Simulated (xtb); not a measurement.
xtb 6.7.1, GFN1-xTB: Ca(Cl)(k2OAc)(OH2)2 (CC1[O][Ca](<-[OH2])(<-[OH2])([Cl])<-[O]=1), 15 atoms. The geometry is a generated start, not checked to be a minimum at this level.

```json
{
  "run_flags": "--grad",
  "method": "GFN1-xTB",
  "--acc": "1 (default)",
  "--etemp (K)": "300 (default)",
  "basis_functions": "58",
  "valence_electrons": "48"
}
```

```xyz
15

Ca     0.0013     0.5467    -1.2710
Cl     1.1389     2.6756    -1.5863
C      1.4168    -1.0791     1.9854
C      0.7636    -0.5609     0.7209
O     -0.1310     0.3079     0.8089
O      1.1107    -1.0377    -0.3822
H      2.3869    -1.5063     1.7491
H      1.5140    -0.2679     2.7014
H      0.7798    -1.8500     2.4147
O     -1.7320     2.0517    -1.0401
H     -1.0866     2.7250    -1.3308
H     -1.7641     2.1646    -0.0828
O     -1.3650    -1.1122    -1.8068
H     -2.2459    -1.2624    -1.4450
H     -0.7875    -1.7950    -1.4355
```

One run each on 1 thread. Values of broydamp tried: 0.02, 0.05, 0.1, 0.2, 0.4 (default), 0.6, 0.8, 1.

Problem. Predict the course of the SCC iterations along this series.

Solution. Fewest SCC iterations, within one of each other: 0.2 with 12, 0.4 (default) with 11, 0.6 with 11, 0.8 with 12. The count rises to 19 at 0.02. All converge to one solution.

```tsv
broydamp	SCC iterations	end
0.02	19	same solution
0.05	17	same solution
0.1	15	same solution
0.2	12	same solution
0.4 (default)	11	same solution
0.6	11	same solution
0.8	12	same solution
1	13	same solution
```
